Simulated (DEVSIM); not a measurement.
Structure: Ni/La2O3/p-Si capacitor, at 300 K.

Layer 1 from the left is La2O3, thickness (nm) 27.0. Layer 2 from the left is Si, thickness (nm) 1400, Na (cm⁻³) 1.7e17.

Metal gate on the left, work function 5.1 eV. Fixed charge at the semiconductor interface -1.1e10 cm⁻² (in units of +e); no interface traps.

The device is made up for the run: typed textbook-type constants, with dimensions and the other settings drawn at random. Values at 300 K.

La2O3: gap (eV) 5.8, affinity (eV) 1.8, permittivity 27. Si: gap (eV) 1.124, affinity (eV) 4.05, permittivity 11.7, Nc (cm⁻³) 2.86e19, Nv (cm⁻³) 3.1e19.

### Question
Estimate by hand the flat-band voltage, the threshold voltage, and compare with a numerical solution.

### Answer

- Flat-band voltage: C = 0.885 μF/cm², work-function difference 0.061 V; VFB = φms − qNf/C = 0.06 V; numerical 0.06 V.
- Threshold voltage: φF = 0.428 V, depletion charge √(4εqNφF) = 2.20e-7 C/cm²; VT = VFB + 2φF + Qd/C = 1.17 V; numerical 1.17 V.

Simulated with DEVSIM: 1D Poisson equation in equilibrium, Boltzmann statistics, complete ionisation; no quantum confinement or tunnelling. Metal contacts follow the ideal Schottky-Mott rule: no Fermi-level pinning, no interface dipoles.
